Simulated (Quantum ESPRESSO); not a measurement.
Quantum ESPRESSO run on RuS2 (Pa-3, 12 atoms in the cell): self-consistent single point.

Computed with PBE+U, PseudoDojo standard norm-conserving (PBE) pseudopotentials (plane waves; Quantum ESPRESSO 7.5).

```yaml
crystal:
  lattice:
    - [5.54559, 0.00000, 0.00000]
    - [0.00000, 5.54559, 0.00000]
    - [0.00000, 0.00000, 5.54559]
  atoms:
    - { symbol: Ru, position: [0.00000, 0.50000, 0.50000] }
    - { symbol: Ru, position: [0.50000, 0.50000, 0.00000] }
    - { symbol: Ru, position: [0.50000, 0.00000, 0.50000] }
    - { symbol: Ru, position: [0.00000, 0.00000, 0.00000] }
    - { symbol: S, position: [0.38820, 0.11180, 0.88820] }
    - { symbol: S, position: [0.61180, 0.88820, 0.11180] }
    - { symbol: S, position: [0.11180, 0.88820, 0.38820] }
    - { symbol: S, position: [0.88820, 0.11180, 0.61180] }
    - { symbol: S, position: [0.88820, 0.38820, 0.11180] }
    - { symbol: S, position: [0.11180, 0.61180, 0.88820] }
    - { symbol: S, position: [0.61180, 0.61180, 0.61180] }
    - { symbol: S, position: [0.38820, 0.38820, 0.38820] }
```

Reference input (self-consistent single point, DFT, PBE, plane waves, PseudoDojo standard norm-conserving (PBE) pseudopotentials): ecutwfc = 85 Ry; occupations = smearing; smearing = gaussian; degauss = 0.0036749 Ry; potentials = {Ru: Ru.upf, S: S.upf}; K_POINTS = automatic 3 3 3 0 0 0; conv_thr = 1e-09 Ry. This run's input differs from it in these lines:

```diff
@@ -39,2 +39,4 @@
 3 3 3  0 0 0
+HUBBARD {ortho-atomic}
+U Ru-4d 6
```

The program printed (abridged):

```
     Self-consistent Calculation

     iteration #  1     ecut=    85.00 Ry     beta= 0.70

     =================== HUBBARD OCCUPATIONS ===================
     ------------------------ ATOM    1 ------------------------
     Tr[ns(  1)] =   7.57520
     eigenvalues:
       0.544  0.544  0.888  0.888  0.923
   [... 3 blocks of this kind left out ...]

     Number of occupied Hubbard levels =   30.3008

     Threshold (ethr) on eigenvalues was too large:
     Diagonalizing with lowered threshold

     total energy              =    -983.75586881 Ry
     estimated scf accuracy    <       0.25976543 Ry

     iteration #  2     ecut=    85.00 Ry     beta= 0.70

     total energy              =    -983.83250982 Ry
     estimated scf accuracy    <       0.08508395 Ry

     iteration #  3     ecut=    85.00 Ry     beta= 0.70

     total energy              =    -983.84772578 Ry
     estimated scf accuracy    <       0.11302687 Ry

   [... 6 blocks of this kind left out ...]

     iteration # 10     ecut=    85.00 Ry     beta= 0.70

     total energy              =    -983.86584424 Ry
     estimated scf accuracy    <          3.0E-09 Ry

     iteration # 11     ecut=    85.00 Ry     beta= 0.70
     End of self-consistent calculation

     =================== HUBBARD OCCUPATIONS ===================
     ------------------------ ATOM    1 ------------------------
     Tr[ns(  1)] =   7.47134
     eigenvalues:
       0.465  0.465  0.927  0.927  0.950

     Number of occupied Hubbard levels =   29.8854

     the Fermi energy is    14.1301 ev

!    total energy              =    -983.86584424 Ry
     estimated scf accuracy    <          5.5E-11 Ry
     smearing contrib. (-TS)   =      -0.00000000 Ry
     internal energy E=F+TS    =    -983.86584424 Ry

     Hubbard energy            =       1.19912199 Ry

     convergence has been achieved in  11 iterations

     Forces acting on atoms (cartesian axes, Ry/au):

     atom    1 type  1   force =     0.00000000    0.00000000    0.00000000
   [... lines left out ...]

     Total force =     0.093026     Total SCF correction =     0.000008

          total   stress  (Ry/bohr**3)                   (kbar)     P=      151.17
   0.00102761   0.00000000   0.00000000          151.17        0.00        0.00
   0.00000000   0.00102761   0.00000000            0.00      151.17        0.00
   0.00000000   0.00000000   0.00102761            0.00        0.00      151.17

   JOB DONE.
```

The run converged in 11 iterations. Against the reference run the pressure goes from 11.06 to 15.12 GPa, the largest force goes from 0.242 to 0.846 eV/Å and the gap on the mesh goes from 0.816 to 1.615 eV.

The starting cell comes from a database of computed structures (which also holds hypothetical and non-ambient phases and stackings), without a prior relaxation at this level. Its lattice was rescaled by a random factor within 2.5 % of one. Spin polarisation is off. The U value is a test value, and with U on an open shell several self-consistent states can exist. With a pressure of about 15 GPa the cell is away from its equilibrium volume at this level.

Cost on one core of a shared machine: roughly 70 s.
